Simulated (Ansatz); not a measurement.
Consider WGe in the rock salt structure (space group Fm-3m, No. 225; a = 5.1558 Å; a hypothetical phase, not in the database extracts checked).

The other end (x = 1) is PbW in the rock salt structure (space group Fm-3m, No. 225; a hypothetical phase, not in the database extracts checked): 22.83 Å³/atom, gap zero; this end may not be an ambient phase.

Method: PBE (Ansatz, a program for electronic structure; PAW; 420 eV plane waves; no spin-orbit coupling).

Pb replaces a fraction x of Ge; each row is one arrangement (x, atoms in the cell, starting space group or random), fully relaxed.

One change was made to it. Results:

The mixing energy amounts to -0.16 eV/atom (to 0.01 eV only: unlike meshes or grids) (against an end that may be hypothetical); the band gap stays zero; the deviation of the volume from the linear (Vegard-type) interpolation comes out as +5.7 %; the shortest interatomic distance drops by 0.057 Å, from 2.578 Å to 2.521 Å.

Task: Which change produced these results?
A) x(Pb) = 0.333, 6 atoms, P-3m1
B) x(Pb) = 0.333, 6 atoms, I4/mmm
C) x(Pb) = 0.25, 8 atoms, Cmmm
D) x(Pb) = 0.5, 8 atoms, C2/m

Result: B, x(Pb) = 0.333, 6 atoms, I4/mmm. For comparison, the mixing energy in the other runs: x(Pb) = 0.5, 8 atoms, C2/m gives -0.53 eV/atom; x(Pb) = 0.25, 8 atoms, Cmmm gives -0.21 eV/atom; x(Pb) = 0.333, 6 atoms, P-3m1 gives -0.46 eV/atom.

Each cell is one ordered arrangement of few atoms, which overstates ordering effects compared with a random alloy. Stability against distortions was not tested. The final runs are not spin-polarised. WGe, PbW, PbW2Ge and PbW3Ge2 have a high density of states at the Fermi level and may be magnetic at this level. Under x(Pb) = 0.5, 8 atoms, C2/m, x(Pb) = 0.25, 8 atoms, Cmmm and x(Pb) = 0.333, 6 atoms, P-3m1 the cell changed shape so far that it is another structure.
